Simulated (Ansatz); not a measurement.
## Ansatz run on WS2 (P3m1, 3 atoms in the cell): self-consistent single point

Computed with PBEsol, default PAW files made with PBE (plane waves; Ansatz, a quantum-chemistry and plane-wave program).

Input as run:

Ansatz 0.2 input:
```yaml
# WS2
crystal:
  lattice:
    - [3.167602, 0.000000, 0.000000]
    - [-1.583801, 2.743224, 0.000000]
    - [0.000000, 0.000000, 16.865827]
  atoms:
    - { symbol: W, position: [0.000000, 0.000000, 0.002965] }
    - { symbol: S, position: [0.333333, 0.666667, 0.908000] }
    - { symbol: S, position: [0.333333, 0.666667, 0.092000] }
basis:
  ecutwfc: 420.0
kpoints:
  mp_grid: { grid: [9, 9, 2] }
hamiltonian:
  xc: pbesol
  pseudopotentials: { kind: paw }
scf:
  occupations: { method: fixed }
output:
  forces: true
  eigenvalues: true
  stress: true
```

Output (repeated stretches shortened):

```
WARN the atoms were moved onto the symmetric positions of the space group found under crystal.symmetry.tolerance 1.0e-5 (fractional …
WARN ansatz: RAYON_NUM_THREADS=1 ignored (pool sized by the plan → 1); use --threads N
Pseudopotentials: kind: paw
Pseudopotential: W, paw, valence charge 14
Pseudopotential: S, paw, valence charge 6
Crystal: 3 atoms, lattice volume = 146.555 Å³
Basis set: ecut = 420 eV, 2853 PW (Γ), exchange–correlation on 48×48×240 points (8 copies of the dense FFT grid, shifted against one another)
Bands: 17, of which v1, the nominal top of the filled ones, is band 13 counted from 1 (12 counted from 0)
Symmetry: 6 space group operations
Space group: P3m1 (ITA 156), of the structure as read, at distance tolerance 5.3e-5 Å
k-points: 24 of 162 (time reversal used)
PAW frozen core: W, regenerated for the run's functional, and the local potential with it
PAW frozen core: S, regenerated for the run's functional, and the local potential with it
Initial density: superposition of atomic densities (neutral atoms: chi_scale 0, normalization atom), corrected by the library's trained network
Initial wavefunctions: pseudopotential atomic-orbital guess
Eigensolver: davidson
Functional: x = pbesol(κ = 0.804, μ = 0.12345679012345678), c = pbesol(β = 0.046)
SCF iter   1: F=—  HF=-12029.016332 eV  |F-HF|=—  |Δ(HF+E_count)|=         —  Δρ=5.73e-3  dr2=1.18e-1  ethr=1.77e-3  ⟨swp⟩=6.3  Hψ=2209  notcnv=0  defer=43
all-band conjugate gradients solve this SCF's bands
preconditioner: auto → none
SCF iter   2: F=—  HF=-12029.072720 eV  |F-HF|=—  |Δ(HF+E_count)|=   5.64e-2  Δρ=8.64e-3  dr2=4.47e-1  ethr=4.55e-4  ⟨swp⟩=3.8  Hψ=1066  notcnv=0  defer=48  recentre
SCF iter   3: F=—  HF=-12029.003570 eV  |F-HF|=—  |Δ(HF+E_count)|=   6.91e-2  Δρ=2.12e-3  dr2=8.47e-3  ethr=4.55e-4  ⟨swp⟩=3.0  Hψ=675  notcnv=0  defer=48
SCF iter   4: F=—  HF=-12029.005810 eV  |F-HF|=—  |Δ(HF+E_count)|=   2.24e-3  Δρ=1.38e-3  dr2=6.89e-3  ethr=3.26e-5  ⟨swp⟩=3.2  Hψ=796  notcnv=0  defer=48
SCF iter   5: F=—  HF=-12029.006588 eV  |F-HF|=—  |Δ(HF+E_count)|=   7.78e-4  Δρ=4.49e-4  dr2=9.91e-5  ethr=2.65e-5  ⟨swp⟩=2.0  Hψ=516  notcnv=0  defer=48
SCF iter   6: F=—  HF=-12029.006743 eV  |F-HF|=—  |Δ(HF+E_count)|=   1.55e-4  Δρ=1.52e-4  dr2=1.53e-5  ethr=3.81e-7  ⟨swp⟩=2.5  Hψ=713  notcnv=0  defer=48
SCF iter   7: F=—  HF=-12029.006762 eV  |F-HF|=—  |Δ(HF+E_count)|=   1.91e-5  Δρ=1.99e-5  dr2=8.84e-7  ethr=5.90e-8  ⟨swp⟩=2.8  Hψ=779  notcnv=0  defer=48
SCF iter   8: F=-12029.006762 eV  HF=-12029.006762 eV  |F-HF|=4.19e-8  |Δ(HF+E_count)|=   2.92e-8  Δρ=7.92e-6  dr2=6.33e-8  ethr=3.85e-10  ⟨swp⟩=9.6  Hψ=3091  notcnv=0
SCF 1 converged in 8 iterations: F = -12029.006762 eV  dr2 = 6.33e-8
SCF converged after 8 iterations
Free energy (F): -12029.006762 eV
Harris-Foulkes:  -12029.006762 eV  (|F-HF|=4.19e-8)
Internal energy: -12029.006762 eV  (E = F + TS)
E sigma→0 (E₀):  -12029.006762 eV
Fermi energy:    0.343714 eV
--- Per-component energies (eV) ---
  E_band       = -465.901077
  E_kinetic    = 666.717816
  E_local      = -12449.992228  (includes V_loc(G=0)·N_el)
  E_nonlocal   = 60.319902
  E_hartree    = 5904.572408
  E_xc         = -458.497064
  E_vxc        = -414.677596  (∫ρ·V_xc dr)
  E_paw        = -9604.538462  (= ΣΔE_a)
  E_vpaw       = -137.424082  (= ΣTr[D̂ρ^β])
  E_aug_tail   = -0.000063  (compensation charges beyond the density's cutoff)
  E_ewald      = 3852.065238
  E_core_change = 0.345691  (= ΣΔE_core)
  E_smearing   = -0.000000  (= −TS)
  E_closure    = -0.000000  (closes the sum)
  Σ components = -12029.006762   (vs F -12029.006762, Δ=0.00e0)
--- Forces (eV/Å), atoms counted from 1 ---
  atom   1  W     -0.00000000    -0.00000000    -1.67267991
  atom   2  S     -0.00000000     0.00000000     0.64301143
  atom   3  S     -0.00000000     0.00000000     1.02968613
  max |Σ_I F_I| component: 1.77e-5 eV/Å
--- Stress (GPa, compression-positive) ---
       -0.453449       0.000000      -0.000000
        0.000000      -0.453449      -0.000000
       -0.000000      -0.000000       0.564449
  P = ⅓ Tr σ = -0.1141 GPa (-1.141 kbar)
  The stress holds the Pulay correction. Without it, at fixed plane waves, as pw.x and ABINIT print it: P = -0.1235 GPa
--- Band table (eV; the first three rows and the last of 24) ---
  k-point 0: bands = ["-73.5487", "-37.8513", "-37.6810", "-37.6810", "-14.5540", "-12.8046", "-6.1229", "-2.6838", "-2.6838", "-1.7875", "-1.3167", "-1.3167", "0.3437", "3.1529", "3.1529", "3.5808", "3.5808"]
  k-point 1: bands = ["-73.5487", "-37.8513", "-37.6810", "-37.6810", "-14.5540", "-12.8046", "-6.1229", "-2.6838", "-2.6838", "-1.7875", "-1.3167", "-1.3167", "0.3437", "3.1529", "3.1529", "3.5808", "3.5808"]
  k-point 2: bands = ["-73.5466", "-37.8435", "-37.7239", "-37.6910", "-14.3461", "-12.7311", "-5.8817", "-3.1945", "-2.4984", "-2.4065", "-1.6063", "-1.0498", "0.2236", "2.8636", "3.2068", "3.2736", "3.7182"]
  k-point 23: bands = ["-73.5282", "-37.9493", "-37.9116", "-37.7759", "-12.1041", "-11.8249", "-5.5983", "-5.1281", "-4.2498", "-3.5969", "-2.9436", "-2.0027", "0.2830", "2.1006", "3.7172", "4.4355", "6.0201"]
```

The run converged in 8 iterations.

The starting cell comes from a database of computed structures (which also holds hypothetical and non-ambient phases and stackings), without a prior relaxation at this level. Its lattice was rescaled by up to half a per cent. One atom was moved a little off its site on purpose. Spin-orbit coupling is off. Forces in this geometry exceed 1 eV/Å. Ansatz's pressure includes its estimate of the finite-basis (Pulay) stress.
